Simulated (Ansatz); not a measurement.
The starting structures come from a database of crystals and need not be the phases stable at ambient conditions.

By PBEsol, the system below comes out a metal.

Here is the system:

```
CELL_PARAMETERS angstrom
      2.98003     0.00000     0.00000
     -1.49001     2.58078     0.00000
      0.00000     0.00000    13.62440
ATOMIC_POSITIONS crystal
  Ti 0.33333 0.66667 0.08584
  Ti 0.66667 0.33333 0.91416
  Ti 0.66667 0.33333 0.58584
  Ti 0.33333 0.66667 0.41416
  Al 0.33333 0.66667 0.75000
  Al 0.66667 0.33333 0.25000
  N  0.00000 0.00000 0.00000
  N  0.00000 0.00000 0.50000
```

Space group of this cell: P6_3/mmc. The cell is taken as given; by PBEsol its mean pressure is -3.7 GPa.

The current flows along the normal of the first two printed cell vectors, the (001) plane of the conventional cell. No spin-orbit coupling; the value is a mean over 0.1 eV about the Fermi level.

Estimate the ballistic conductance per area that PBEsol (Ansatz, an electronic-structure program) returns for this system.

0.47 × 10¹⁵ S/m² for both spins.
